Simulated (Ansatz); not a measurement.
Take WGe in the rock salt structure (space group Fm-3m, No. 225; a hypothetical phase, not in the database extracts checked) as the base.

```
WGe
1.0
    0.00000     2.54896     2.54896
    2.54896     0.00000     2.54896
    2.54896     2.54896     0.00000
Ge W
1 1
Cartesian
  0.00000   0.00000   0.00000
  2.54896   2.54896   2.54896
```

Levels (all Ansatz, a program for electronic structure, PAW, earlier PAW set): PBEsol (420 eV, without spin-orbit coupling); r2SCAN (500 eV, scalar-relativistic without spin-orbit coupling).

The geometry is relaxed with PBEsol.

```
Quantity           Value
---------------  -------
PBEsol pressure  0.0 GPa
```

Q: Predict the pressure from r2SCAN.

A: The pressure goes from zero to 2.7 GPa.

Single points use the geometry relaxed with PBEsol. Their cutoffs differ, which shifts pressures a little. Whether these cells are dynamically stable was not tested. The final runs are not spin-polarised. WGe has a high density of states at the Fermi level and may be magnetic at this level.
